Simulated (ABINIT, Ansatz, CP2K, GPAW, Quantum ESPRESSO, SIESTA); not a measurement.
## Code comparison for YAl3 (Pm-3m, 4 atoms in the cell)

Self-consistent single point.

```
YAl3
1.0
    4.20441     0.00000     0.00000
    0.00000     4.20441     0.00000
    0.00000     0.00000     4.20441
Y Al
1 3
Cartesian
  0.00000   0.00000   0.00000
  0.00000   2.10221   2.10221
  2.10221   0.00000   2.10221
  2.10221   2.10221   0.00000
```

All programs got the same cell, k-point mesh and kind of occupations (in Ansatz's words: kpoints.mp_grid.grid = 6 6 6; scf.occupations.method = fermi_dirac; scf.occupations.width = 0.1 eV); potentials, basis and cutoffs are each program's usual ones.

```json
[
 {"code": "GPAW", "model": "LDA (Perdew-Wang 92), GPAW PAW datasets LDA (gpaw-data 1.0.1)", "pressure (GPa)": "-1.06", "k-points": "20", "cutoff": "550 eV"},
 {"code": "Quantum ESPRESSO", "model": "LDA (PZ), PSlibrary PAW (LDA) pseudopotentials", "pressure (GPa)": "-1.09", "k-points": "20", "cutoff": "45 Ry"},
 {"code": "CP2K", "model": "LDA (Pade form), GPW, DZVP-MOLOPT-SR-GTH basis, GTH-PADE potentials (GTH_POTENTIALS)", "pressure (GPa)": "-1.57", "k-points": "112", "cutoff": "grid 500 Ry"},
 {"code": "ABINIT", "model": "LDA (PW92), norm-conserving pseudopotentials (PseudoDojo nc-sr-04 LDA standard)", "pressure (GPa)": "-1.25", "k-points": "20", "cutoff": "36 Ha"},
 {"code": "SIESTA", "model": "LDA PW92, numerical atomic orbitals TZP, PseudoDojo LDA standard norm-conserving potentials (rewritten from UPF to PSML)", "pressure (GPa)": "-2.06", "k-points": "132", "cutoff": "grid 400 Ry"},
 {"code": "Ansatz", "model": "LDA (PW92), PAW files made with PBE", "pressure (GPa)": "-1.08", "k-points": "20", "cutoff": "default"}
]
```

The spread over the programs that give each value: pressure within 1.00 GPa.

The starting cell comes from a database of computed structures (which also holds hypothetical and non-ambient phases and stackings), without a prior relaxation at this level. Its lattice was rescaled by a random factor within 2.5 % of one.

Question: Why do the programs differ, and what cannot be compared?

Answer: Differences of this kind can come from the potentials, where these differ, and from what each basis and cutoff leave unconverged. The zero of total energies and Fermi levels follows the potentials and each program's conventions, so they are not compared here. CP2K and SIESTA use small atom-centred bases, whose incompleteness enters pressures, forces and empty levels differently from a plane-wave cutoff. Ansatz's pressure is given at a fixed set of plane waves, as the other plane-wave codes print theirs. The same LDA comes in different parametrisations, which differ slightly. The programs reduce the same mesh by symmetry to different extents, which changes the work and not the result.

Left out of this page: Elk and FLEUR (not drawn, or without a comparable value).

Ansatz is a program for electronic structure.

Keys are those of Ansatz 0.2.
